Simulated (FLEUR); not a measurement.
Input and output of a self-consistent single point for NaMgF3 (Pm-3m, 5 atoms in the cell) (FLEUR).

Method of the run: LDA (Perdew-Zunger), all-electron FLAPW (FLEUR), scalar-relativistic valence in FLEUR.

```
CELL_PARAMETERS angstrom
      4.01998     0.00000     0.00000
      0.00000     4.01998     0.00000
      0.00000     0.00000     4.01998
ATOMIC_POSITIONS crystal
  Na 0.00000 0.00000 0.00000
  Mg 0.50000 0.50000 0.50000
  F  0.50000 0.50000 0.00000
  F  0.00000 0.50000 0.50000
  F  0.50000 0.00000 0.50000
```

Reference input (self-consistent single point, DFT, PBEsol, all-electron FLAPW (FLEUR), scalar-relativistic valence): Kmax = 4.3 1/bohr; GmaxXC = 15 1/bohr; xcFunctional = PBEs; jspins = 1; l_soc = F; mode = hist; fermiSmearingEnergy = 0.0001 Htr; mesh (inpgen div1-3) = 8 8 8; inpgen gamma flag = true; Gmax = 15 1/bohr; numbands = 0; maxIterBroyd = 40. This run's input differs from it in these lines:

```diff
@@ -17,3 +17,3 @@
 &comp jspins=1 /
-&exco xctyp='PBEs' /
+&exco xctyp='pz' /
 &kpt div1=8 div2=8 div3=8 gamma=t /
@@ -30,3 +30,3 @@
       <coreElectrons ctail="T" frcor="F" kcrel="0" coretail_lmax="0"/>
-      <xcFunctional name="PBEs" relativisticCorrections="F"/>
+      <xcFunctional name="pz" relativisticCorrections="F"/>
       <magnetism jspins="1"/>
```

Output, abridged:

```
 Iteration:     1   Distance:      15.16105112 me/bohr^3
 Iteration:     2   Distance:      12.99731175 me/bohr^3
 Iteration:     3   Distance:       4.96639023 me/bohr^3
 Iteration:     4   Distance:       4.62555418 me/bohr^3
 Iteration:     5   Distance:       1.03863573 me/bohr^3
   [... 6 lines left out ...]
 Iteration:    12   Distance:       0.00055808 me/bohr^3
 Iteration:    13   Distance:       0.00002097 me/bohr^3
 Iteration:    14   Distance:       0.00005440 me/bohr^3
 Iteration:    15   Distance:       0.00000108 me/bohr^3
 Run finished successfully
 Stop message:
   Structural relaxation: Done

[file out, last iteration]
             iter=     16
[...]
          total density-effective poten   -9.9643555777E+02
          total charge density-energy d   -5.8824048761E+01
 Updated energy parameters for spin:           1
[...]
 fermi energy and band-weighting factors:

[...]
FERMIE:
          first approx. to ef    (T=0)  :  -0.056007 htr   (energy of the highest occ. eigenvalue)
          number of occ. states  (T=0)  :        700
          first approx. to seigv (T=0)  : -28.672166 htr
          sum of weights of occ. states :  20.000000
          sum of semicore charge        :   0.000000 e
FERHIS:  Fermi-Energy by histogram:
          bandgap                     :   0.201963 htr
   [... lines left out ...]
          charge neutrality (T=0)     :   0.000000    (zero if the highest occ. eigenvalue is "entirely" occupied)
 Direct bandgap for spin            1 :   0.21818443796279319       Htr
 ---->    free energy=                      -659.6187023109 htr
   [... lines left out ...]
 TOTAL FORCE FOR ATOM TYPE=  1  X=  0.000   Y=  0.000   Z=  0.000
                       FX_TOT= 0.000000 FY_TOT= 0.000000 FZ_TOT= 0.000000
 TOTAL FORCE FOR ATOM TYPE=  2  X=  3.798   Y=  3.798   Z=  3.798
                       FX_TOT= 0.000000 FY_TOT= 0.000000 FZ_TOT= 0.000000
 TOTAL FORCE FOR ATOM TYPE=  3  X=  3.798   Y=  3.798   Z=  0.000
                       FX_TOT= 0.000000 FY_TOT= 0.000000 FZ_TOT= 0.000000
 Structural relaxation: Done
```

The run converged in 15 iterations. FLEUR gives forces in its relaxation mode, with a further iteration, so its stop message speaks of a relaxation. Against the reference run the gap on the mesh goes from 5.724 to 5.496 eV.

The starting cell comes from a database of computed structures (which also holds hypothetical and non-ambient phases and stackings), without a prior relaxation at this level. Its lattice was rescaled by a random factor within 2.5 % of one. Values depend on the basis (sphere radii, cutoffs, local orbitals), which need not be converged.

Cost on one core of a shared machine: roughly 2 min.
